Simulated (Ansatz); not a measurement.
For SnS2 (P6₃mc, No. 186; cell taken from a computed entry), LDA (plane waves, PAW; Ansatz, a first-principles code) gives:

```
Quantity                   Result
-------------------  ------------
lattice constant a        3.631 Å
lattice parameter c      11.425 Å
bulk modulus B0          28.2 GPa
cohesive energy      4.32 eV/atom
band gap                  0.84 eV
```

What does PBEsol in Ansatz (PAW) give for the same quantities?


- lattice constant a: 3.651 Å (increases by 0.6 %)
- lattice parameter c: 12.157 Å (goes up by 6.4 %)
- bulk modulus: 10.8 GPa (drops by 62 %)
- cohesive energy: 3.86 eV/atom (decreases by 0.46 eV/atom)
- band gap: 1.27 eV (increases by 0.43 eV)

Changes are worked out from the printed values.

Unless a cell is named, each level is at its own relaxed cell (LDA 21.74, PBEsol 23.39 Å³/atom).

Levels without +SOC leave out spin–orbit coupling, which shifts energies and cells of such heavy elements.

Levels without +SOC have no spin–orbit coupling; where heavier elements are present it shifts gaps, mostly down, and can invert bands. Density-functional gaps are differences of (generalised) Kohn–Sham levels.

Caveats: the bulk modulus is −V dP/dV from two relaxed cells at ±2 % in volume (LDA, PBEsol); the relaxation could not lower the start's symmetry, so the cell can be a saddle point above a distorted one (LDA, PBEsol). Ansatz's density-functional and Hartree–Fock values are scalar-relativistic unless marked +SOC, with PAW data made under PBE.
